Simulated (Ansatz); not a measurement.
The reference is WSe2 (space group P6_3/mmc, No. 194; a = 3.2305 Å, c = 12.4111 Å; layered, stacked along the Cartesian z axis). Axes: x lies along a and z along c of the hexagonal cell.

The values are results of Ansatz (a first-principles code) PBEsol-D3(BJ), scalar-relativistic without spin-orbit coupling, not measurements.

One thing is altered: uniaxial strain ε_xx = −1.80 %, all other strain components held at zero; the atoms relax in the strained cell.

### Question
Predict the stress tensor and what it implies for the stiffness.

### Answer
Stress of the strained cell less that of the base (GPa, compression positive):
```
   4.41    0.00    0.00
   0.00    0.72    0.00
   0.00    0.00    0.40
```

Then −Δσ_ii/ε with ε = -0.0180 gives secant stiffness values (nonlinear terms included at this strain): C11 ≈ 245 GPa, C12 ≈ 40 GPa and C13 ≈ 22 GPa.

As a check, the harmonic strain energy −½ V₀ Δσ:ε is 4.6 meV/atom; the computed energy rise is 4.5 meV/atom.

No phonon test of stability was made.
